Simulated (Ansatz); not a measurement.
The parent structure is MgO (space group P6_3/mmc, No. 194; a = 3.4939 Å, c = 4.1941 Å; a cell from a computed database, its experimental status unchecked). Axes: x lies along a and z along c of the hexagonal cell.

Perturbation: strain tensor (xx, yy, zz, yz, xz, xy) = (+0.21, +1.36, −0.45, −0.82, +0.04, −1.11) %; the atoms relax in the strained cell.

Levels (all Ansatz, an electronic-structure program, PAW): PBEsol (420 eV, no spin-orbit coupling); r2SCAN (500 eV, spin-orbit coupling left out); HSE06 (420 eV, scalar-relativistic without spin-orbit coupling).

One geometry, relaxed with PBEsol, under each level:

```csv
level,band gap,lowest conduction level above the VBM at special points,electron mass,pressure
PBEsol,3.23 eV,Γ 3.23 eV; X 6.27 eV; Y 6.78 eV; Z 6.78 eV,"0.37 mₑ along z, 0.33 mₑ across (at Γ)",-1.32 GPa
r2SCAN,4.00 eV,Γ 4.00 eV; X 7.05 eV; Y 7.58 eV; Z 7.58 eV,"0.41 mₑ along z, 0.35 mₑ across (at Γ)",-2.36 GPa
HSE06,4.95 eV,Γ 4.95 eV; X 8.09 eV; Y 8.62 eV,–,–
```

Single points use the geometry relaxed with PBEsol. Their cutoffs differ, which shifts pressures a little. Effective masses come from finite differences of ±0.01 Å⁻¹. Whether these cells are dynamically stable was not tested. This is not the structure that MgO has at room temperature and ambient pressure. k-point labels follow each cell's own Brillouin zone.
